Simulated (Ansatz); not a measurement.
## Short convergence ladders for ScAg2 (I4/mmm, 3 atoms in the cell)

```yaml
crystal:
  lattice:
    - [-1.77444, 1.77444, 4.47660]
    - [1.77444, -1.77444, 4.47660]
    - [1.77444, 1.77444, -4.47660]
  atoms:
    - { symbol: Sc, position: [0.00000, 0.00000, 0.00000] }
    - { symbol: Ag, position: [0.66664, 0.66664, 0.00000] }
    - { symbol: Ag, position: [0.33336, 0.33336, 0.00000] }
```

Base method: LDA (PW92), default PAW files made with PBE (plane waves; Ansatz, an electronic-structure program).

Base settings: basis.ecutwfc = 420 eV; kpoints.mp_grid.grid = 13 13 13; hamiltonian.xc = lda; hamiltonian.pseudopotentials = {kind: paw} (the program's default PAW files); scf.occupations.method = fermi_dirac; scf.occupations.width = 0.1 eV.

Core times come from one kind of shared machine, to one figure; runs under 30 s give none.

**Zone-centre phonons against the cutoff**

In this ladder: phonons.method = dfpt.

The mesh stays at the base's, so the ladder's end is converged at best in this setting alone.

Frequencies are those of the unrelaxed cell, without the LO-TO term of polar crystals.

Only quantities that move along the ladder and can be compared are tabulated.

| basis.ecutwfc | highest zone-centre frequency (cm⁻¹) | lowest optical frequency (cm⁻¹) | core time / last (rough) |
|---|---|---|---|
| 210 eV | 245.2 | 22.6 | 0.3 |
| 295 eV | 185.9 | 110.9 | 0.4 |
| 420 eV | 190.7 | 111.0 | 0.7 |
| 505 eV | 190.7 | 111.0 | 1 |

Coarsest basis.ecutwfc that holds the lowest optical frequency within 5 cm⁻¹ of the last step, with all finer ones: 295 eV, at about 0.4 of the last step's time; the step before is off by 88 cm⁻¹.

Coarsest basis.ecutwfc that holds the highest zone-centre frequency within 1 cm⁻¹ of the last step, with all finer ones: 420 eV; the step before is off by 4.8 cm⁻¹.

**Zone-centre phonons against the mesh**

In this ladder: phonons.method = dfpt.

Frequencies are those of the unrelaxed cell, without the LO-TO term of polar crystals.

Only quantities that move along the ladder and can be compared are tabulated.

```tsv
kpoints.mp_grid.grid	highest zone-centre frequency (cm⁻¹)	core time / last (rough)
4 4 4	182.9	–
5 5 5	192.5	–
7 7 7	191.0	0.07
10 10 10	190.7	0.2
15 15 15	190.7	1
```

Coarsest kpoints.mp_grid.grid that holds the highest zone-centre frequency within 1 cm⁻¹ of the last step, with all finer ones: 7 7 7, at about 0.07 of the last step's time; the step before is off by 1.9 cm⁻¹.

On the base run: the starting cell comes from a database of computed structures (which also holds hypothetical and non-ambient phases and stackings), without a prior relaxation at this level. Its lattice was rescaled by up to half a per cent. In the base run, with a pressure of about -8 GPa the cell is away from its equilibrium volume at this level.

Keys are those of Ansatz 0.2.
